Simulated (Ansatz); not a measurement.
Input and output of a self-consistent single point for SnTe (F-43m, 2 atoms in the cell) (Ansatz, a program for electronic structure)

Method of the run: PBEsol, default PAW files made with PBE (plane waves; Ansatz).

The input file:

Ansatz 0.2 input:
```yaml
# SnTe
crystal:
  lattice:
    - [0.000000, 3.593089, 3.593089]
    - [3.593089, 0.000000, 3.593089]
    - [3.593089, 3.593089, 0.000000]
  atoms:
    - { symbol: Sn, position: [0.000000, 0.000000, 0.000000] }
    - { symbol: Te, position: [0.750000, 0.750000, 0.750000] }
basis:
  ecutwfc: 420.0
kpoints:
  mp_grid: { grid: [6, 6, 6] }
hamiltonian:
  xc: pbesol
  pseudopotentials: { kind: paw }
scf:
  occupations: { method: gaussian, width: 0.1 }
output:
  forces: true
  eigenvalues: true
  stress: true
```

Output, abridged:

```
WARN ansatz: RAYON_NUM_THREADS=1 ignored (pool sized by the plan → 1); use --threads N
Pseudopotentials: kind: paw
Pseudopotential: Sn, paw, valence charge 14
Pseudopotential: Te, paw, valence charge 16
Crystal: 2 atoms, lattice volume = 92.776 Å³
Basis set: ecut = 420 eV, 1837 PW (Γ), exchange–correlation on 72×72×72 points (8 copies of the dense FFT grid, shifted against one another)
Bands: 19, of which v1, the nominal top of the filled ones, is band 15 counted from 1 (14 counted from 0)
Symmetry: 24 space group operations
Space group: F-43m (ITA 216), of the structure as read, at distance tolerance 4.5e-5 Å
k-points: 16 of 216 (time reversal used)
PAW frozen core: Sn, regenerated for the run's functional, and the local potential with it
PAW frozen core: Te, regenerated for the run's functional, and the local potential with it
Initial density: superposition of atomic densities (neutral atoms: chi_scale 0, normalization atom), corrected by the library's trained network
Initial wavefunctions: pseudopotential atomic-orbital guess
Eigensolver: davidson
Functional: x = pbesol(κ = 0.804, μ = 0.12345679012345678), c = pbesol(β = 0.046)
SCF iter   1: F=—  HF=-12851.125425 eV  |F-HF|=—  |Δ(HF+E_count)|=         —  Δρ=2.30e-3  dr2=7.83e-3  ethr=1.77e-3  ⟨swp⟩=6.4  Hψ=1589  notcnv=0
all-band conjugate gradients solve this SCF's bands
preconditioner: auto → none
SCF iter   2: F=—  HF=-12851.122463 eV  |F-HF|=—  |Δ(HF+E_count)|=   2.96e-3  Δρ=1.03e-3  dr2=1.50e-3  ethr=2.61e-5  ⟨swp⟩=2.1  Hψ=519  notcnv=0
SCF iter   3: F=—  HF=-12851.122067 eV  |F-HF|=—  |Δ(HF+E_count)|=   3.95e-4  Δρ=5.16e-4  dr2=1.70e-4  ethr=4.99e-6  ⟨swp⟩=3.0  Hψ=541  notcnv=0
SCF iter   4: F=—  HF=-12851.122144 eV  |F-HF|=—  |Δ(HF+E_count)|=   7.64e-5  Δρ=7.53e-5  dr2=5.37e-6  ethr=5.66e-7  ⟨swp⟩=2.2  Hψ=530  notcnv=0
SCF iter   5: F=—  HF=-12851.122159 eV  |F-HF|=—  |Δ(HF+E_count)|=   1.49e-5  Δρ=6.39e-5  dr2=2.51e-6  ethr=1.79e-8  ⟨swp⟩=2.0  Hψ=466  notcnv=0
SCF iter   6: F=-12851.122158 eV  HF=-12851.122158 eV  |F-HF|=3.70e-8  |Δ(HF+E_count)|=   5.64e-7  Δρ=1.27e-5  dr2=8.83e-8  ethr=3.33e-10  ⟨swp⟩=5.3  Hψ=1611  notcnv=0
SCF 1 converged in 6 iterations: F = -12851.122158 eV  dr2 = 8.83e-8
SCF converged after 6 iterations
Free energy (F): -12851.122158 eV
Harris-Foulkes:  -12851.122158 eV  (|F-HF|=3.70e-8)
Internal energy: -12851.120966 eV  (E = F + TS)
E sigma→0 (E₀):  -12851.121562 eV
Entropy (-TS):   -0.001192 eV (-0.596 meV/atom)
Fermi energy:    4.976194 eV
--- Per-component energies (eV) ---
  E_band       = -482.693942
  E_kinetic    = 364.944567
  E_local      = -3006.853289  (includes V_loc(G=0)·N_el)
  E_nonlocal   = -339.106955
  E_hartree    = 1713.224201
  E_xc         = -502.147656
  E_vxc        = -199.913758  (∫ρ·V_xc dr)
  E_paw        = -8645.599260  (= ΣΔE_a)
  E_vpaw       = -728.226694  (= ΣTr[D̂ρ^β])
  E_aug_tail   = -0.000214  (compensation charges beyond the density's cutoff)
  E_ewald      = -2436.242014
  E_core_change = 0.659655  (= ΣΔE_core)
  E_smearing   = -0.001192  (= −TS)
  E_closure    = 0.000000  (closes the sum)
  Σ components = -12851.122158   (vs F -12851.122158, Δ=0.00e0)
--- Forces (eV/Å), atoms counted from 1 ---
  atom   1  Sn     0.00000000    -0.00000000     0.00000000
  atom   2  Te    -0.00000000     0.00000000     0.00000000
  max |Σ_I F_I| component: 4.72e-16 eV/Å
--- Stress (GPa, compression-positive) ---
       -1.040172      -0.000000       0.000000
        0.000000      -1.040172       0.000000
       -0.000000       0.000000      -1.040172
  P = ⅓ Tr σ = -1.0402 GPa (-10.402 kbar)
  The stress holds the Pulay correction. Without it, at fixed plane waves, as pw.x and ABINIT print it: P = -1.0585 GPa
--- Band table (eV; the first three rows and the last of 16) ---
  k-point 0: bands = ["-31.6066", "-31.6066", "-31.6066", "-31.6040", "-31.6040", "-16.7180", "-16.7180", "-16.7180", "-16.7077", "-16.7077", "-6.6222", "-0.1704", "3.0468", "3.0468", "3.0468", "5.9927", "5.9927", "5.9927", "8.9856"]
  k-point 1: bands = ["-31.6066", "-31.6066", "-31.6066", "-31.6039", "-31.6039", "-16.7183", "-16.7176", "-16.7176", "-16.7077", "-16.7077", "-6.5041", "-0.7155", "2.8808", "2.8808", "3.1498", "6.2485", "6.2678", "6.2678", "9.7879"]
  k-point 2: bands = ["-31.6066", "-31.6065", "-31.6065", "-31.6039", "-31.6039", "-16.7191", "-16.7168", "-16.7168", "-16.7076", "-16.7076", "-6.2299", "-1.6262", "2.6140", "2.6140", "3.0296", "6.6735", "6.6735", "7.4195", "10.3951"]
  k-point 15: bands = ["-31.6066", "-31.6065", "-31.6064", "-31.6040", "-31.6039", "-16.7210", "-16.7157", "-16.7148", "-16.7082", "-16.7072", "-5.8363", "-2.4000", "1.6139", "1.6854", "4.8529", "5.8257", "7.8095", "8.3378", "10.2905"]
```

The run converged in 6 iterations.

The starting cell comes from a database of computed structures (which also holds hypothetical and non-ambient phases and stackings), without a prior relaxation at this level. Its lattice was rescaled by up to half a per cent. Spin-orbit coupling is off. Ansatz's pressure includes its estimate of the finite-basis (Pulay) stress. A gap is left out here, as mesh or smearing make it unsure.
